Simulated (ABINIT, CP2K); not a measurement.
An ABINIT input for a self-consistent single point of MgCdS₂ (P4/mmm, 4 atoms in the cell) (DFT, PBEsol, plane waves, PAW (JTH v2.0 PBE PAW, files made for PBE)):

```
# MgCdS2, JTH v2.0 PBE PAW
pp_dirpath "./"
pseudos "Mg.GGA_PBE-JTH.xml, Cd.GGA_PBE-JTH.xml, S.GGA_PBE-JTH.xml"
acell 7.1954723702 7.1954723702 10.1774979894
rprim
         1.0000000000    0.0000000000    0.0000000000
         0.0000000000    1.0000000000    0.0000000000
         0.0000000000    0.0000000000    1.0000000000
natom 4
ntypat 3
znucl 12 48 16
typat 1 2 3 3
xred
         0.5000000000    0.5000000000    0.5000000000
         0.0000000000    0.0000000000    0.0000000000
         0.0000000000    0.0000000000    0.5000000000
         0.5000000000    0.5000000000    0.0000000000
ecut 21 Ha
pawecutdg 42 Ha
pawxcdev 0
ixc -116133
occopt 1
nband 19
kptopt 1
ngkpt 5 5 3
nshiftk 1
shiftk 0 0 0
nstep 80
tolvrs 1.0e-12
prtwf 0
prtden 0
enunit 1
```

Question: Give the CP2K input for the same structure, mesh, smearing and functional.

Answer: This is the input that was run; spellings and numerical settings could be chosen otherwise.

```
&GLOBAL
  PROJECT bulk
  RUN_TYPE ENERGY_FORCE
  PRINT_LEVEL MEDIUM
&END GLOBAL
&FORCE_EVAL
  METHOD Quickstep
  STRESS_TENSOR ANALYTICAL
  &DFT
    BASIS_SET_FILE_NAME BASIS_MOLOPT
    POTENTIAL_FILE_NAME GTH_POTENTIALS
    &QS
      METHOD GPW
      EPS_DEFAULT 1E-11
    &END QS
    &MGRID
      CUTOFF 1000
      REL_CUTOFF 60
      NGRIDS 5
    &END MGRID
    &SCF
      SCF_GUESS ATOMIC
      EPS_SCF 1E-7
      MAX_SCF 100
      ADDED_MOS 7
      &DIAGONALIZATION
        ALGORITHM STANDARD
      &END DIAGONALIZATION
      &MIXING
        METHOD BROYDEN_MIXING
        ALPHA 0.4
        NBUFFER 8
        BETA 1.5
      &END MIXING
    &END SCF
    &KPOINTS
      SCHEME MONKHORST-PACK 5 5 3
    &END KPOINTS
    &XC
      &XC_FUNCTIONAL
        &PBE
          PARAMETRIZATION PBESOL
        &END PBE
      &END XC_FUNCTIONAL
    &END XC
    &PRINT
      &MO
        EIGENVALUES T
        OCCUPATION_NUMBERS T
        NDIGITS 8
        FILENAME mo
        &EACH
          QS_SCF 0
        &END EACH
        ADD_LAST NUMERIC
      &END MO
      &MULLIKEN ON
      &END MULLIKEN
    &END PRINT
  &END DFT
  &SUBSYS
    &CELL
      A 3.80768000 0.00000000 0.00000000
      B 0.00000000 3.80768000 0.00000000
      C 0.00000000 0.00000000 5.38570000
      PERIODIC XYZ
    &END CELL
    &COORD
      SCALED
      Mg       0.50000000     0.50000000     0.50000000
      Cd       0.00000000     0.00000000     0.00000000
      S        0.00000000     0.00000000     0.50000000
      S        0.50000000     0.50000000     0.00000000
    &END COORD
    &KIND Mg
      BASIS_SET DZVP-MOLOPT-SR-GTH-q10
      POTENTIAL GTH-PBE-q10
    &END KIND
    &KIND Cd
      BASIS_SET DZVP-MOLOPT-SR-GTH-q12
      POTENTIAL GTH-PBE-q12
    &END KIND
    &KIND S
      BASIS_SET DZVP-MOLOPT-SR-GTH-q6
      POTENTIAL GTH-PBE-q6
    &END KIND
  &END SUBSYS
  &PRINT
    &FORCES ON
    &END FORCES
    &STRESS_TENSOR ON
    &END STRESS_TENSOR
  &END PRINT
&END FORCE_EVAL
```

Basis settings and potentials, where a program has them, do not carry over. This input uses DFT PBEsol, GPW, DZVP-MOLOPT-SR-GTH basis, GTH-PBE potentials (GTH_POTENTIALS).

The starting cell comes from a database of computed structures (which also holds hypothetical and non-ambient phases and stackings), without a prior relaxation at this level.
